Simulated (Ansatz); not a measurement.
**What pressure 0.9 GPa does to Cu**

Take Cu in the fcc (Cu type) structure (space group Fm-3m, No. 225; a = 3.577 Å) as the base.

Modification: cell and atoms relaxed at a pressure of 0.9 GPa.

Computed with r2SCAN (Ansatz, an electronic-structure program, PAW, without spin-orbit coupling). Γ-centred 22×22×22 mesh, Fermi–Dirac width 0.05 eV.

- Volume per atom: 11.38 Å³ (base 11.44 Å³)
- Density: 9.27 g/cm³ (base 9.22 g/cm³)
- Lattice parameter a: 3.570 Å (base 3.577 Å)
- Shortest interatomic distance: 2.525 Å (base 2.529 Å)
- Enthalpy H = E + PV relative to the base's energy: +0.06 eV/atom
- Band gap: zero (base zero)

Load acts through the strain it causes; cell and atoms are relaxed under it. No phonon test of stability was made. The final runs are not spin-polarised.
